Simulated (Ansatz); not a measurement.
Functionals compared on a constructed model of the (111) surface of germanium, (√3x√3)R30° B adatom at H3 (bottom of the slab: 3 H on 3 bottom sites), in Ansatz (plane waves, PAW). The structure was relaxed with PBE; the other rows are single points on it. Cutoff 420 eV (500 eV for r2SCAN).

Slab: 28 atoms, 13.3 Å thick at the start with caps and adatoms (thin: gaps and levels are the slab's own); k 5x5x1, smearing 0.025 eV, dipole-corrected; 6 atoms held, the rest relaxed; held to the start's symmetry, so lower structures may exist; no spin (no spin-polarised run to compare, though such a face may carry moments), no spin-orbit, no U. The slab shows no gap on its mesh. In PBE it lies 0.31 eV a 1x1 cell over the lowest computed structure of the same composition ((√3x√3)R30° B adatom at T4). These notes are the PBE run's.

```
functional  work function of the top face (eV)  rough cost of the single point
----------  ----------------------------------  ------------------------------
PBE                                       4.94                               –
r2SCAN                              (withheld)          roughly 5 core-minutes
```

### Question
What belongs in the gaps?

### Answer

- r2SCAN, work function of the top face (eV): 5.13

Ansatz is a quantum-chemistry and plane-wave program.
